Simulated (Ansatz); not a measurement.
## How far PBE and PBEsol part for hypothetical P4_2/mnm AlN, pressure 7.5 GPa

Consider AlN (space group P4_2/mnm, No. 136; a = 5.330 Å, c = 3.122 Å; a hypothetical phase, not in the database extracts checked).

(Cell as relaxed with PBE.)

Levels (all Ansatz, a quantum-chemistry and plane-wave program, PAW): PBE (420 eV, spin-orbit coupling left out); PBEsol (420 eV, no SOC).

Each level relaxes its own structure.

```
base                      PBE    PBEsol
-------------------  --------  --------
volume per atom      11.08 Å³  10.89 Å³
lattice parameter a   5.330 Å   5.294 Å
band gap              3.73 eV   3.75 eV
```

Perturbation: cell and atoms relaxed at a pressure of 7.5 GPa.

```json
[
 {"quantity": "band gap", "PBE": "3.98 eV", "PBEsol": "3.98 eV"},
 {"quantity": "electron mass", "PBE": "0.36 mₑ along c, 0.33 mₑ across (at Γ)", "PBEsol": "0.37 mₑ along c, 0.34 mₑ across (at Γ)"},
 {"quantity": "shift of the gap caused by the change", "PBE": "+0.25 eV", "PBEsol": "+0.24 eV"}
]
```

The two agree on the band gap. Neither level is exact; PBEsol is the comparison here, not a measurement.

Load acts through the strain it causes; cell and atoms are relaxed under it. Masses are band curvatures over ±0.01 Å⁻¹ around the edge. Stability against distortions was not tested. Competing high-pressure phases were not computed.
